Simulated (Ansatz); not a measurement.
Results of r²SCAN (Ansatz, a quantum-chemistry and plane-wave program, PAW) for KTaO2 (model structure, started from the NaNbO2 type, P6₃/mmc, No. 194, 8 atoms in the cell).

Run with plane-wave cutoff 560 eV, 12×12×4 k mesh (along the axes of the cell as run), Fermi–Dirac smearing 0.01 eV, scalar-relativistic PAW data made under PBE.

Cell (relaxed at this level):

```xyz
8
Lattice="2.9921 0.0000 0.0000 -1.4960 2.5912 0.0000 0.0000 0.0000 12.9279" Properties=species:S:1:pos:R:3 pbc="T T T"
K      0.0000     0.0000     0.0000
K      0.0000     0.0000     6.4639
Ta     0.0000     1.7275     9.6959
Ta     1.4960     0.8637     3.2320
O      0.0000     1.7275     4.5222
O      1.4960     0.8637     8.4057
O      1.4960     0.8637    10.9862
O      0.0000     1.7275     1.9417
```

Task: Predict the band gap and bulk modulus B0.

Result: 
- band gap = 1.53 eV (on the SCF k mesh)
- bulk modulus B0 = 162 GPa

Note: the bulk modulus is −V dP/dV from two relaxed cells at ±2 % in volume; the relaxation could raise the start's symmetry but not lower it, so the cell can be a saddle point.

Spin–orbit coupling is not included.

Computed values are for the static lattice.

A model structure was made by putting elements into a prototype or built by hand; it is no filed structure, need not be a known phase, and can be a saddle point held by its symmetry.
